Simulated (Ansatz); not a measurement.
Abridged Ansatz (an electronic-structure program) output:

```
Pseudopotential: Ti, paw, valence charge 12
Crystal: 1 atoms, lattice volume = 16.683 Å³
Basis set: ecut = 420 eV, 331 PW (Γ), exchange–correlation on 40×40×40 points (8 copies of the dense FFT grid, shifted against one another)
Bands: 10, of which v1, the nominal top of the filled ones, is band 6 counted from 1 (5 counted from 0)
Symmetry: 48 space group operations
k-points: 256 of 8000
Functional: x = pbesol(κ = 0.804, μ = 0.12345679012345678), c = pbesol(β = 0.046)
SCF iter   1: F=—  HF=-2473.849209 eV  |F-HF|=—  |Δ(HF+E_count)|=         —  Δρ=6.73e-3  dr2=5.50e-3  ethr=1.77e-3  ⟨swp⟩=4.3  Hψ=13361  notcnv=0
SCF iter   2: F=—  HF=-2473.847413 eV  |F-HF|=—  |Δ(HF+E_count)|=   1.80e-3  Δρ=2.09e-3  dr2=4.12e-4  ethr=4.58e-5  ⟨swp⟩=3.0  Hψ=7062  notcnv=0
SCF 1 converged in 6 iterations: F = -2473.847337 eV  dr2 = 4.57e-12
SCF converged after 6 iterations
Free energy (F): -2473.847337 eV
Internal energy: -2473.833882 eV  (E = F + TS)
E sigma→0 (E₀):  -2473.840609 eV
Entropy (-TS):   -0.013455 eV (-13.455 meV/atom)
Fermi energy:    13.781691 eV
--- Forces (eV/Å), atoms counted from 1 ---
  atom   1  Ti    -0.00000000    -0.00000000     0.00000000
--- Stress (GPa, compression-positive) ---
       -0.000088       0.000000       0.000000
       -0.000000      -0.000088       0.000000
        0.000000      -0.000000      -0.000088
  P = ⅓ Tr σ = -0.0001 GPa (-0.001 kbar)
```

Problem. What was computed, and what are the main results?

Solution. Ti, 1 atom in the cell, with PBEsol, PAW, 420 eV (Ansatz; without spin-orbit coupling). The last SCF converged to F = -2473.847337 eV, or -2473.8473 eV per atom, at a pressure of 0.00 GPa. The total energy compares only with runs of the same code, potentials and settings.

No phonon test of stability was made. All final runs are without spin polarisation. The cell was made from Ca by this change: Ca → Ti; the result is a model cell. This is not the structure that Ti has at room temperature and ambient pressure.
